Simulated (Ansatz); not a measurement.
The starting structures come from a database of crystals and need not be the phases stable at ambient conditions.

 Where the default PAW files enter, the runs use the earlier of Ansatz's two default sets.

By PBEsol, the system below comes out a metal.

The ballistic (Sharvin) conductance counts the channels at the Fermi level: G/A = (e²/h) × channels of both spins per area.

```
CELL_PARAMETERS angstrom
      3.30248     0.00000     0.00000
      0.00000    12.97024     0.00000
      1.65124     0.00000     2.86003
ATOMIC_POSITIONS crystal
  Ta 0.66667 0.75000 0.66667
  Ta 0.33333 0.25000 0.33333
  S  0.00000 0.62915 0.00000
  S  0.00000 0.37085 0.00000
  S  0.00000 0.12915 0.00000
  S  0.00000 0.87085 0.00000
```

Space group of this cell: P6_3/mmc. The cell was relaxed by PBE-D3(BJ); by PBEsol its mean pressure is -1.1 GPa.

The current flows along the normal of the first two printed cell vectors, the (100) plane of the conventional cell. No spin-orbit coupling; the value is a mean over 0.1 eV about the Fermi level.

Give the ballistic conductance per area that PBEsol (Ansatz, a program for electronic structure) yields.

0.54 × 10¹⁵ S/m² for both spins.
